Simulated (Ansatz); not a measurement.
Consider the following.

```
CELL_PARAMETERS angstrom
      2.95370     0.00000     0.00000
      1.47685     2.55798     0.00000
      0.00000     0.00000     5.97971
ATOMIC_POSITIONS crystal
  Cd 0.66667 0.66667 0.75000
  Cd 0.33333 0.33333 0.25000
```

No spin polarisation.

Calculations: PBE, PAW, 420 eV (Ansatz, a first-principles code; no SOC). Settings: 22×22×10 k-points, 0.1 eV Fermi–Dirac smearing.

Problem. Predict the in-plane stress and band gap.

Solution. 
* **Mean in-plane stress (compression positive)**: +2.5 GPa
* **Band gap**: zero

The cells carry an imposed strain or load. Whether these cells are dynamically stable was not tested. The cell was made from Cd in the hcp (Mg type) structure (space group P6_3/mmc, No. 194) by this change: biaxial strain −2.50 %, plane normal [001], relaxed out of plane.
